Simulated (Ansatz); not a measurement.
Base system: Cs₂AgBiBr₆ (space group Fm-3m, No. 225; a = 11.1863 Å).

All numbers come from PBEsol, PAW, 420 eV (Ansatz, an electronic-structure program; scalar-relativistic without spin-orbit coupling).

Before the change:

```
Item                            Result
-----------------------------  -------
Shortest interatomic distance  2.752 Å
Band gap                       1.09 eV
```

One thing is altered: Au takes the place of Ag on all its sites; the structure is relaxed again.

Question: How does this affect the shortest interatomic distance?

Answer: The shortest interatomic distance falls by 0.0156 Å, from 2.752 Å to 2.737 Å.

Question: Estimate the effect on the band gap.

Answer: The band gap becomes zero (base: 1.09 eV).

Spin-orbit coupling, missing from the scalar runs, can matter with Au and Bi. Whether these cells are dynamically stable was not tested. For Cs2BiAuBr6 in this form, whether it has been made was not checked. No Hubbard U is applied, and correlation can decide whether such a compound is a metal. All final runs are without spin polarisation. Gaps under 0.05 eV, about the width of the smearing, are given as zero. A zero or small gap of Cs2BiAuBr6 can be the functional's error rather than a property of the material.
